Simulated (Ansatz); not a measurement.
Ge2Sb2Te5 (Cm, No. 8, 9 atoms in the cell; start mp-1224407) was calculated with r²SCAN+rVV10 in Ansatz (PAW).

Run with plane-wave cutoff 560 eV, 8×8×6 k mesh (along the axes of the cell as run), Fermi–Dirac smearing 0.01 eV, scalar-relativistic PAW data made under PBE.

Cell (relaxed at this level):

```cif
data_Ge4Sb4Te10
_chemical_formula_sum 'Ge4 Sb4 Te10'
_space_group_name_H-M_alt 'Cm'
_space_group_IT_number 8
_space_group_name_Hall 'C -2y'
_cell_length_a 13.44742
_cell_length_b 6.03803
_cell_length_c 9.50178
_cell_angle_alpha 90.000
_cell_angle_beta 133.838
_cell_angle_gamma 90.000
loop_
_space_group_symop_operation_xyz
  'x, y, z'
  'x, -y, z'
  'x+1/2, y+1/2, z'
  'x+1/2, -y+1/2, z'
loop_
_atom_site_label
_atom_site_type_symbol
_atom_site_symmetry_multiplicity
_atom_site_Wyckoff_symbol
_atom_site_fract_x
_atom_site_fract_y
_atom_site_fract_z
_atom_site_occupancy
Ge1 Ge 2 a 0.48745 0.00000 0.97558 1
Ge2 Ge 2 a 0.07767 0.00000 0.36036 1
Sb1 Sb 2 a 0.17784 0.50000 0.78380 1
Sb2 Sb 2 a 0.30871 0.00000 0.19947 1
Te1 Te 2 a 0.31345 0.50000 0.22543 1
Te2 Te 2 a 0.40260 0.00000 0.61738 1
Te3 Te 2 a 0.00812 0.00000 0.01358 1
Te4 Te 2 a 0.10961 0.50000 0.41174 1
Te5 Te 2 a 0.21476 0.00000 0.81284 1
```
(The calculation used a cell of 9 atoms; values per cell refer to that cell.)

**Question.** Give the computed band gap, smallest direct gap on the k points sampled and direct gap at Γ.

**Answer.** 
- band gap = 0.23 eV
- smallest direct gap on the k points sampled = 0.30 eV
- direct gap at Γ = 1.66 eV

Spin–orbit coupling is not included; it can close the smallest gap of 0.23 eV.

The result took very roughly 5 core-minutes.

A start named mp-… is a Materials Project structure, which need not be a measured phase.

Ansatz is a quantum-chemistry and plane-wave program.
